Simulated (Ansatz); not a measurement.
**NbN, pressure series**

Consider NbN in the rock salt structure (space group Fm-3m, No. 225).

```cif
data_N4Nb4
_chemical_formula_sum 'N4 Nb4'
_space_group_name_H-M_alt 'Fm-3m'
_space_group_IT_number 225
_space_group_name_Hall '-F 4 2 3'
_cell_length_a 4.42125
_cell_length_b 4.42125
_cell_length_c 4.42125
_cell_angle_alpha 90.000
_cell_angle_beta 90.000
_cell_angle_gamma 90.000
loop_
_atom_site_label
_atom_site_type_symbol
_atom_site_symmetry_multiplicity
_atom_site_Wyckoff_symbol
_atom_site_fract_x
_atom_site_fract_y
_atom_site_fract_z
_atom_site_occupancy
N1 N 4 a 0.00000 0.00000 0.00000 1
Nb1 Nb 4 b 0.50000 0.50000 0.50000 1
```
(The calculation used a cell of 2 atoms; values per cell refer to that cell.)

Cell and atoms are relaxed at each pressure.

Calculations: PBE (Ansatz, a quantum-chemistry and plane-wave program, PAW, no spin-orbit coupling).

Notes on the quantities. enthalpy: H = E + PV relative to the base's energy.

```
variant                enthalpy  lattice parameter a
----------------  -------------  -------------------
base                          –              4.421 Å
pressure −2 GPa   -0.14 eV/atom              4.431 Å
pressure −1 GPa   -0.07 eV/atom              4.426 Å
pressure 1.8 GPa  +0.12 eV/atom              4.413 Å
pressure 4.2 GPa  +0.28 eV/atom              4.402 Å
pressure 9 GPa    +0.60 eV/atom              4.381 Å
pressure 18 GPa   +1.18 eV/atom              4.345 Å
pressure 30 GPa   +1.94 eV/atom              4.303 Å
pressure 45 GPa   +2.85 eV/atom              4.256 Å
pressure 60 GPa   +3.74 eV/atom              4.216 Å
```

Load acts through the strain it causes; cell and atoms are relaxed under it. Stability against distortions was not tested. Competing high-pressure phases were not computed. All final runs are without spin polarisation.
